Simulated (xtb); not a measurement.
xtb 6.7.1, GFN2-xTB: Al(OiPr)3 (CC(C)[O][Al]([O]C(C)C)[O]C(C)C), 34 atoms. The geometry is a generated start, not checked to be a minimum at this level.

```json
{
 "run_flags": "--grad",
 "method": "GFN2-xTB",
 "--acc": "1 (default)",
 "--etemp (K)": "300 (default)",
 "basis_functions": "79",
 "valence_electrons": "78"
}
```

One run each on 1 thread. Values of broydamp tried: 0.02, 0.05, 0.1, 0.2, 0.4 (default), 0.6, 0.8, 1.

Q: How does the count of SCC iterations change with broydamp, and where is it least?

A: Fewest SCC iterations, within one of each other: 0.4 (default) with 11, 0.6 with 12, 0.8 with 12, 1 with 12. The count rises to 20 at 0.02. All converge to one solution.

```
broydamp       SCC iterations            end
-------------  --------------  -------------
0.02                       20  same solution
0.05                       17  same solution
0.1                        15  same solution
0.2                        13  same solution
0.4 (default)              11  same solution
0.6                        12  same solution
0.8                        12  same solution
1                          12  same solution
```
